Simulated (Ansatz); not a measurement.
The parent structure is LaWN$_{3}$ (space group R-3c, No. 167; a = 5.633 Å, c = 13.617 Å (hexagonal axes); a cell from a computed database, its experimental status unchecked).

Computed with PBEsol, PAW, 420 eV (Ansatz, a quantum-chemistry and plane-wave program; no SOC).

Before the change:

| Item | Result |
|---|---|
| Volume per atom | 12.47 Å³ |

Modification: hydrostatic tension (pressure −1 GPa).

### Question
What does the calculation give for the volume per atom after the change?

### Answer
The volume per atom grows by 0.05 Å³ to 12.52 Å³.

Load acts through the strain it causes; cell and atoms are relaxed under it. Whether these cells are dynamically stable was not tested. The final runs are not spin-polarised.
